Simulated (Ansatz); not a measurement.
```yaml
crystal:
  lattice:
    - [14.00000, 0.00000, 0.00000]
    - [0.00000, 37.00000, 0.00000]
    - [0.00000, 0.00000, 3.97517]
  atoms:
    - { symbol: Na, position: [0.42215, 0.16662, 0.00000] }
    - { symbol: Cl, position: [0.37380, 0.20969, 0.50000] }
    - { symbol: Cl, position: [0.60228, 0.15860, 0.00000] }
    - { symbol: Na, position: [0.61396, 0.20660, 0.50000] }
    - { symbol: Na, position: [0.40156, 0.26348, 0.00000] }
    - { symbol: Cl, position: [0.39011, 0.31552, 0.50000] }
    - { symbol: Cl, position: [0.60118, 0.26195, 0.00000] }
    - { symbol: Na, position: [0.59294, 0.31450, 0.50000] }
    - { symbol: Na, position: [0.40324, 0.36834, 0.00000] }
    - { symbol: Cl, position: [0.39244, 0.42104, 0.50000] }
    - { symbol: Cl, position: [0.60488, 0.36762, 0.00000] }
    - { symbol: Na, position: [0.59465, 0.42049, 0.50000] }
    - { symbol: Na, position: [0.40436, 0.47383, 0.00000] }
    - { symbol: Cl, position: [0.39355, 0.52665, 0.50000] }
    - { symbol: Cl, position: [0.60645, 0.47335, 0.00000] }
    - { symbol: Na, position: [0.59564, 0.52617, 0.50000] }
    - { symbol: Na, position: [0.40535, 0.57951, 0.00000] }
    - { symbol: Cl, position: [0.39512, 0.63238, 0.50000] }
    - { symbol: Cl, position: [0.60756, 0.57896, 0.00000] }
    - { symbol: Na, position: [0.59676, 0.63166, 0.50000] }
    - { symbol: Na, position: [0.40706, 0.68550, 0.00000] }
    - { symbol: Cl, position: [0.39882, 0.73805, 0.50000] }
    - { symbol: Cl, position: [0.60989, 0.68448, 0.00000] }
    - { symbol: Na, position: [0.59844, 0.73652, 0.50000] }
    - { symbol: Na, position: [0.38604, 0.79340, 0.00000] }
    - { symbol: Cl, position: [0.39772, 0.84140, 0.50000] }
    - { symbol: Cl, position: [0.62620, 0.79031, 0.00000] }
    - { symbol: Na, position: [0.57785, 0.83338, 0.50000] }
```

Levels: PBE (plane waves to 420 eV, PAW; Ansatz, a first-principles code); r2SCAN (plane waves to 500 eV, PAW; Ansatz); HSE06 (Ansatz). Unmarked values and the geometry are of the first. Mesh 1×1×8. No spin polarisation. Periodic along z alone, with about 11 Å of vacuum beside it. A hypothetical model. It keeps the symmetry and period of its start, so it need not be a minimum against all distortions. On relaxing, bonds broke or formed, so the name tells the start alone. HSE06 ran on a 1×1×5 mesh and at PBE's edge points. Buckling under compression is shut out by symmetry and the short period.

Task: Give the properties of this body.

Result: 
```
Quantity                                                        Value
-----------------------------------------------  --------------------
largest distance between nuclei across the axis               25.43 Å
PBE gap                                          4.06 eV, direct at Γ
electron mass along the axis (PBE)                            0.66 mₑ
hole mass along the axis (PBE)                                0.82 mₑ
r2SCAN gap at this geometry                                   4.88 eV
HSE06 gap at this geometry                                    5.26 eV
axial stiffness dF/dε                                           69 nN
```
